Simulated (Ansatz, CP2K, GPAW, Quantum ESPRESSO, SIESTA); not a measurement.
# LiHfSe2 (P1, 4 atoms in the cell) computed with different codes at matched settings

Self-consistent single point, at a second geometry (atoms moved at random). First geometry:

```yaml
crystal:
  lattice:
    - [3.70598, 0.00000, 0.00000]
    - [-1.85299, 3.20947, 0.00000]
    - [0.00000, 0.00000, 6.59956]
  atoms:
    - { symbol: Li, position: [0.00000, 0.00000, 0.50000] }
    - { symbol: Hf, position: [0.00000, 0.00000, 0.00000] }
    - { symbol: Se, position: [0.33333, 0.66667, 0.24830] }
    - { symbol: Se, position: [0.66667, 0.33333, 0.75170] }
```

Second geometry:
```
CELL_PARAMETERS angstrom
      3.70598     0.00000     0.00000
     -1.85299     3.20947     0.00000
      0.00000     0.00000     6.59956
ATOMIC_POSITIONS crystal
  Li 0.99011 0.02035 0.50308
  Hf 0.00461 0.99329 0.99905
  Se 0.34399 0.67730 0.24119
  Se 0.66129 0.30906 0.75669
```

Shared settings, as Ansatz (a first-principles code) writes them: kpoints.mp_grid.grid = 10 10 5; scf.occupations.method = gaussian; scf.occupations.width = 0.136 eV. Potentials and cutoffs stand in the table.

```json
[
 {"code": "SIESTA", "model": "GGA PBEsol, numerical atomic orbitals DZP, PseudoDojo PBEsol standard norm-conserving potentials (rewritten from UPF to PSML)", "ΔF from the first geometry (meV/atom)": "20.0", "pressure (GPa)": "1.19", "largest force (eV/Å)": "0.896", "cutoff": "grid 350 Ry"},
 {"code": "Quantum ESPRESSO", "model": "PBEsol, GBRV 1.5 ultrasoft (PBESOL) pseudopotentials", "ΔF from the first geometry (meV/atom)": "12.2", "pressure (GPa)": "-0.22", "largest force (eV/Å)": "0.598", "cutoff": "40 Ry"},
 {"code": "CP2K", "model": "PBEsol, GPW, TZVP-MOLOPT-SR-GTH basis, GTH-PBE potentials (GTH_POTENTIALS)", "ΔF from the first geometry (meV/atom)": "13.7", "pressure (GPa)": "0.77", "largest force (eV/Å)": "0.649", "cutoff": "grid 500 Ry"},
 {"code": "Ansatz", "model": "PBEsol, PAW files made with PBE", "ΔF from the first geometry (meV/atom)": "12.2", "pressure (GPa)": "-0.03", "largest force (eV/Å)": "0.599", "cutoff": "default"},
 {"code": "GPAW", "model": "PBEsol, GPAW PAW datasets PBEsol (made by gpaw-setup)", "ΔF from the first geometry (meV/atom)": "12.6", "pressure (GPa)": "0.16", "largest force (eV/Å)": "0.616", "cutoff": "550 eV"}
]
```

Size of the force on each atom (eV/Å): Sizes of forces hide their directions.

```json
[
 {"code": "SIESTA", "Li1": "0.189", "Hf2": "0.074", "Se3": "0.895", "Se4": "0.896"},
 {"code": "Quantum ESPRESSO", "Li1": "0.162", "Hf2": "0.073", "Se3": "0.574", "Se4": "0.598"},
 {"code": "CP2K", "Li1": "0.178", "Hf2": "0.075", "Se3": "0.626", "Se4": "0.649"},
 {"code": "Ansatz", "Li1": "0.162", "Hf2": "0.072", "Se3": "0.576", "Se4": "0.599"},
 {"code": "GPAW", "Li1": "0.166", "Hf2": "0.074", "Se3": "0.594", "Se4": "0.616"}
]
```

On Ansatz's run: spin-orbit coupling is off.

The spread over the programs that give each value: ΔF from the first geometry within 7.8 meV/atom; pressure within 1.41 GPa; largest force within 0.298 eV/Å.

SIESTA and CP2K use small atom-centred bases, whose incompleteness enters pressures, forces and empty levels differently from a plane-wave cutoff. Ansatz's pressure is given at a fixed set of plane waves, as the other plane-wave codes print theirs. In the pressure, SIESTA (by 1.22) lies more than 1 GPa from the median of the plane-wave programs. In the force vectors, SIESTA (by 0.360) lies more than 0.08 eV/Å from the median of the plane-wave programs.

The starting cell comes from a database of computed structures (which also holds hypothetical and non-ambient phases and stackings), without a prior relaxation at this level. For this run, on top of that: atoms moved at random.

Keys are those of Ansatz 0.2.
